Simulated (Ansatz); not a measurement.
Take GaSb in the zinc blende structure (space group F-43m, No. 216; a = 6.1335 Å) as the base. Axes: x, y, z lie along the cube axes.

Computed with r2SCAN/PAW in Ansatz (a first-principles code), no SOC, earlier PAW set.

Strains are applied to the cell and any free atomic positions relax.

One change was made to it. Results:

```tsv
quantity	base	after
band gap	0.41 eV	0.46 eV
pressure (mean of the normal stresses, compression positive)	0.00 GPa	0.69 GPa
shortest interatomic distance	2.656 Å	2.645 Å
```

Question: What was done to the base?
A) isotropic strain −1.57 %
B) uniaxial strain ε_zz = −1.25 %
C) uniaxial strain ε_yy = −0.82 %
D) isotropic strain +0.85 %

Answer: B, uniaxial strain ε_zz = −1.25 %. For comparison, the pressure in the other runs: isotropic strain −1.57 % gives 2.82 GPa; isotropic strain +0.85 % gives -1.27 GPa; uniaxial strain ε_yy = −0.82 % gives 0.45 GPa.

With Sb present, leaving out spin-orbit coupling can change the band edges. Whether these cells are dynamically stable was not tested.
